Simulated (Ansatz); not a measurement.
Consider the following.

```yaml
crystal:
  lattice:
    - [3.11474, 0.00000, 0.00000]
    - [-1.55737, 2.69745, 0.00000]
    - [0.00000, 0.00000, 12.12554]
  atoms:
    - { symbol: W, position: [0.66667, 0.33333, 0.25000] }
    - { symbol: W, position: [0.33333, 0.66667, 0.75000] }
    - { symbol: S, position: [0.66667, 0.33333, 0.88003] }
    - { symbol: S, position: [0.33333, 0.66667, 0.38003] }
    - { symbol: S, position: [0.33333, 0.66667, 0.11997] }
    - { symbol: S, position: [0.66667, 0.33333, 0.61997] }
```

No spin polarisation.

Computed with Ansatz (an electronic-structure program) PBEsol-D3(BJ), no SOC. k-mesh 12×12×3 (Γ-centred); smearing 0.05 eV (Fermi–Dirac).

Predict the band gap, gap character and valence-band top at Γ.


* **Band gap**: 0.84 eV
* **Gap character**: indirect, Γ → K–Γ (44 % along)
* **Valence-band top at Γ (three highest levels, from the VBM)**: 0.00, -1.43, -1.45 eV

Spin-orbit coupling, missing from the scalar runs, can matter with W. The cells carry an imposed strain or load. Whether these cells are dynamically stable was not tested. The cell was made from WS₂ (space group P6_3/mmc, No. 194; layered, stacked along the Cartesian z axis) by this change: uniaxial strain ε_zz = +3.00 %.
